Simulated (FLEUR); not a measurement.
A self-consistent single point of GaAg (Pm-3m, 2 atoms in the cell) with FLEUR.

Method of the run: PBEsol, all-electron FLAPW (FLEUR), scalar-relativistic valence in FLEUR.

```yaml
crystal:
  lattice:
    - [3.31723, 0.00000, 0.00000]
    - [0.00000, 3.31723, 0.00000]
    - [0.00000, 0.00000, 3.31723]
  atoms:
    - { symbol: Ga, position: [0.50000, 0.50000, 0.50000] }
    - { symbol: Ag, position: [0.00000, 0.00000, 0.00000] }
```

Reference input (self-consistent single point, DFT, PBEsol, all-electron FLAPW (FLEUR), scalar-relativistic valence): Kmax = 4 1/bohr; GmaxXC = 16 1/bohr; xcFunctional = PBEs; jspins = 1; l_soc = F; mode = gauss; fermiSmearingEnergy = 0.00999582 Htr; mesh (inpgen div1-3) = 13 13 13; inpgen gamma flag = false; Gmax = 16 1/bohr; numbands = 0; maxIterBroyd = 25. This run's input differs from it in these lines:

```diff
@@ -15,3 +15,3 @@
 &exco xctyp='PBEs' /
-&kpt div1=13 div2=13 div3=13 /
+&kpt div1=6 div2=6 div3=6 gamma=t /
 &end /
```

Log, with long lists cut:

```
 Iteration:     1   Distance:      10.77251991 me/bohr^3
 Iteration:     2   Distance:       8.80892972 me/bohr^3
 Iteration:     3   Distance:       3.21470297 me/bohr^3
 Iteration:     4   Distance:       2.73247220 me/bohr^3
 Iteration:     5   Distance:       1.80311105 me/bohr^3
   [... 7 lines left out ...]
 Iteration:    13   Distance:       0.00008479 me/bohr^3
 Iteration:    14   Distance:       0.00002179 me/bohr^3
 Iteration:    15   Distance:       0.00001945 me/bohr^3
 Iteration:    16   Distance:       0.00000087 me/bohr^3
 Run finished successfully
 Stop message:
   Structural relaxation: Done

[file out, last iteration]
             iter=     17
[...]
          total density-effective poten   -1.1835075477E+04
          total charge density-energy d   -2.2110934422E+02
 Updated energy parameters for spin:           1
[...]
 fermi energy and band-weighting factors:

[...]
FERMIE:
          first approx. to ef    (T=0)  :   0.284340 htr   (energy of the highest occ. eigenvalue)
          number of occ. states  (T=0)  :        297
          first approx. to seigv (T=0)  : -11.529569 htr
          sum of weights of occ. states :  15.013889
          sum of semicore charge        :   0.000000 e
          fermi energy=   0.28894 har   work function=  -7.86254 ev
          number of valence electrons=  30.00000
     band-weighting factor for spin=    1
   [... lines left out ...]
          total moment                 =     0.00000
 Direct bandgap for spin            1 :    5.0001111444854751E-002  Htr
 ---->    free energy=                     -7257.4503647927 htr
   [... lines left out ...]
      extrapolation for T->0
 ---->    total electron energy=           -7257.4503647927 htr
 ***** TOTAL FORCES ON ATOMS *****
 TOTAL FORCE FOR ATOM TYPE=  1  X=  3.134   Y=  3.134   Z=  3.134
                       FX_TOT= 0.000000 FY_TOT= 0.000000 FZ_TOT= 0.000000
 TOTAL FORCE FOR ATOM TYPE=  2  X=  0.000   Y=  0.000   Z=  0.000
                       FX_TOT= 0.000000 FY_TOT= 0.000000 FZ_TOT= 0.000000
 Structural relaxation: Done
```

The run converged in 16 iterations. FLEUR gives forces in its relaxation mode, with a further iteration, so its stop message speaks of a relaxation. 

The starting cell comes from a database of computed structures (which also holds hypothetical and non-ambient phases and stackings), without a prior relaxation at this level. Values depend on the basis (sphere radii, cutoffs, local orbitals), which need not be converged. The log's line on a gap gives a spacing of levels on this mesh, which the program prints for metals too.

These are the values that this program gave, and no reference: the default basis lacks the next d shell.

Cost on one core of a shared machine: roughly 40 s.
